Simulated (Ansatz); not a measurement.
# WCoPt (model structure, P3m1, No. 156, 3 atoms in the cell)

Level of theory: r²SCAN (Ansatz, a quantum-chemistry and plane-wave program, plane waves, PAW).

Settings: plane-wave cutoff 560 eV, 24×24×10 k mesh (along the axes of the cell as run), Fermi–Dirac smearing 0.05 eV, spin-polarised with parallel moments, scalar-relativistic PAW data made under PBE.

Cell (relaxed at this level):

```cif
data_CoPtW
_chemical_formula_sum 'Co1 Pt1 W1'
_space_group_name_H-M_alt 'P 1'
_space_group_IT_number 1
_cell_length_a 2.73925
_cell_length_b 2.73925
_cell_length_c 6.54934
_cell_angle_alpha 90.000
_cell_angle_beta 90.000
_cell_angle_gamma 120.000
loop_
_space_group_symop_operation_xyz
  'x, y, z'
loop_
_atom_site_label
_atom_site_type_symbol
_atom_site_fract_x
_atom_site_fract_y
_atom_site_fract_z
_atom_site_occupancy
Co1 Co 0.00000 0.00000 0.99553 1
Pt1 Pt 0.33333 0.66667 0.32720 1
W1 W 0.66667 0.33333 0.67727 1
```
Starting moments (μB, in the order of the record's atoms Co Pt W): 1.9 0.3 0.0.

| Property | Value |
|---|---|
| band gap | none |
| bulk modulus | 231 GPa |

Note: the magnetic order was assumed, not searched for or taken from measurement; the bulk modulus is −V dP/dV from two relaxed cells at ±2 % in volume; the relaxation could raise the start's symmetry but not lower it, so the cell can be a saddle point.

Spin–orbit coupling is not included.

Computed values are for the static lattice.

A model structure was made by putting elements into a prototype or built by hand; it is no filed structure, need not be a known phase, and can be a saddle point held by its symmetry.
